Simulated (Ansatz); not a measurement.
# ZnS: tensor shear ε_xy = +0.29 %

The reference is ZnS in the zinc blende structure (space group F-43m, No. 216; a = 5.389 Å). Axes: x, y, z lie along the cube axes.

One thing is altered: tensor shear ε_xy = +0.29 % (engineering shear γ = 0.0058), atoms relaxed at fixed cell.

All numbers come from r2SCAN (Ansatz, an electronic-structure program), no spin-orbit coupling. Γ-centred 11×11×11 mesh, Fermi–Dirac width 0.05 eV.

The volume per atom stays 19.56 Å³ and the space group becomes Imm2 (No. 44) (base: F-43m (No. 216)). The shortest interatomic distance hardly moves (2.334 Å against 2.332 Å) and the energy stays essentially unchanged. The pressure (mean of the normal stresses, compression positive) remains 0.00 GPa and the band gap drops by 0.017 eV (2.70 eV → 2.69 eV). The gap character is still direct at Γ and the electron mass stays 0.19 mₑ (at Γ). The valence-band top at Γ (three highest levels, from the VBM) goes from 0.00, 0.00, 0.00 eV to 0.00, -0.02, -0.03 eV and the valley order (the lowest conduction-band minima on the path, energy above the VBM, named in the base's zone) goes from Γ 2.70 eV; X along ⟨100⟩ 3.71 eV; L along ⟨111⟩ 3.82 eV to Γ 2.69 eV; X along [001] 3.69 eV; X along [010] 3.69 eV; L along [1-11] 3.78 eV. The stress (xx, yy, zz, yz, xz, xy; compression positive) amounts to (0.00, 0.00, 0.00, 0.00, 0.00, -0.29) GPa.

Final structure:

```yaml
crystal:
  lattice:
    - [0.00781, 2.69455, 2.69455]
    - [2.69455, 0.00781, 2.69455]
    - [2.70237, 2.70237, 0.00000]
  atoms:
    - { symbol: Zn, position: [0.00052, 0.00052, 0.99948] }
    - { symbol: S, position: [0.24948, 0.24948, 0.25052] }
```

The cells carry an imposed strain or load. Effective masses come from finite differences of ±0.01 Å⁻¹. Whether these cells are dynamically stable was not tested. k-point labels follow each cell's own Brillouin zone.
